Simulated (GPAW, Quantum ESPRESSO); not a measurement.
A Quantum ESPRESSO input for a self-consistent single point of NaSrMg6 (Amm2, 8 atoms in the cell) (DFT, PBEsol, plane waves, GBRV 1.5 ultrasoft (PBESOL) pseudopotentials):

```fortran
&CONTROL
   calculation = 'scf'
   prefix = 'scf'
   outdir = './out'
   pseudo_dir = './'
   tprnfor = .true.
   tstress = .true.
/
&SYSTEM
   ibrav = 0
   nat = 8
   ntyp = 3
   ecutwfc = 40
   ecutrho = 200
   occupations = 'smearing'
   smearing = 'gaussian'
   degauss = 0.0036749
/
&ELECTRONS
   conv_thr = 1.0d-8
/
ATOMIC_SPECIES
Na    22.9898  na_pbesol_v1.5.uspp.F.UPF
Sr    87.6200  sr_pbesol_v1.uspp.F.UPF
Mg    24.3050  mg_pbesol_v1.4.uspp.F.UPF
ATOMIC_POSITIONS {crystal}
Na    0.00000000    0.83961000    0.83961000
Sr    0.50000000    0.66615000    0.66615000
Mg    0.00000000    0.31924000    0.83984000
Mg    0.00000000    0.83984000    0.31924000
Mg    0.00000000    0.33245000    0.33245000
Mg    0.50000000    0.16949000    0.66989000
Mg    0.50000000    0.66989000    0.16949000
Mg    0.50000000    0.16335000    0.16335000
K_POINTS {automatic}
4 3 3  0 0 0
CELL_PARAMETERS {angstrom}
   5.40692000     0.00000000     0.00000000
   0.00000000     3.42421000     5.98393500
   0.00000000    -3.42421000     5.98393500
```

Question: Give the GPAW input for the same structure, mesh, smearing and functional.

Answer: One input that does it (others would too):

```python
from ase import Atoms
from ase.units import GPa
from gpaw import GPAW, PW

atoms = Atoms(['Na', 'Sr', 'Mg', 'Mg', 'Mg', 'Mg', 'Mg', 'Mg'],
              cell=[[5.406920, 0.000000, 0.000000],
                    [0.000000, 3.424210, 5.983935],
                    [0.000000, -3.424210, 5.983935]],
              scaled_positions=[[0.000000, 0.839610, 0.839610],
                                [0.500000, 0.666150, 0.666150],
                                [0.000000, 0.319240, 0.839840],
                                [0.000000, 0.839840, 0.319240],
                                [0.000000, 0.332450, 0.332450],
                                [0.500000, 0.169490, 0.669890],
                                [0.500000, 0.669890, 0.169490],
                                [0.500000, 0.163350, 0.163350]],
              pbc=True)

calc = GPAW(mode=PW(800),
            xc='PBEsol',
            kpts={'size': (4, 3, 3), 'gamma': True},
            occupations={'name': 'methfessel-paxton', 'width': 0.05, 'order': 0},
            nbands=-16,
            symmetry={'symmorphic': False, 'tolerance': 0.0005},
            maxiter=150,
            txt='-')

atoms.calc = calc

energy = atoms.get_potential_energy()
print('Energy (eV):', round(energy, 6))
forces = atoms.get_forces()
print('Forces (eV/Ang):')
print(forces.round(5))
stress = atoms.get_stress()
print('Stress (GPa, Voigt):', (stress / GPa).round(4))
```

Basis, cutoffs, solver keys and any potentials are the target program's own. This input uses DFT PBEsol, plane waves, GPAW PAW datasets PBEsol (made by gpaw-setup).

The starting cell comes from a database of computed structures (which also holds hypothetical and non-ambient phases and stackings), without a prior relaxation at this level.
